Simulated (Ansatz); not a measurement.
# What W → Re does to WC

Base system: WC (space group P-6m2, No. 187; a = 2.898 Å, c = 2.828 Å).

One thing is altered: every W is replaced by Re, then cell and atoms are relaxed.

Computed with PBEsol (Ansatz, a first-principles code, PAW, no spin-orbit coupling). Settings: 19×19×17 k-points, 0.05 eV Fermi–Dirac smearing, for the changed cell.

```json
[
 {"quantity": "volume per atom", "base": "10.29 Å³", "changed": "9.87 Å³", "shift": "-0.42 Å³"},
 {"quantity": "density", "base": "15.81 g/cm³", "changed": "16.68 g/cm³", "shift": "+0.87 g/cm³"},
 {"quantity": "lattice parameter a", "base": "2.898 Å", "changed": "2.856 Å", "shift": "-0.0426 Å"},
 {"quantity": "c/a ratio", "base": "0.976", "changed": "0.978", "shift": "+0.0028"},
 {"quantity": "space group", "base": "P-6m2 (No. 187)", "changed": "P-6m2 (No. 187)", "shift": "–"},
 {"quantity": "shortest interatomic distance", "base": "2.191 Å", "changed": "2.161 Å", "shift": "-0.030 Å"},
 {"quantity": "band gap", "base": "zero", "changed": "zero", "shift": "–"}
]
```

Final structure:

```
ReC
1.0
    2.85585     0.00000     0.00000
   -1.42793     2.47324     0.00000
    0.00000     0.00000     2.79423
Re C
1 1
Direct
  0.00000   0.00000   0.00000
  0.33333   0.66667   0.50000
```

Stability against distortions was not tested. For ReC in this form, whether it has been made was not checked. The final runs are not spin-polarised. An odd electron count without spin: ReC.
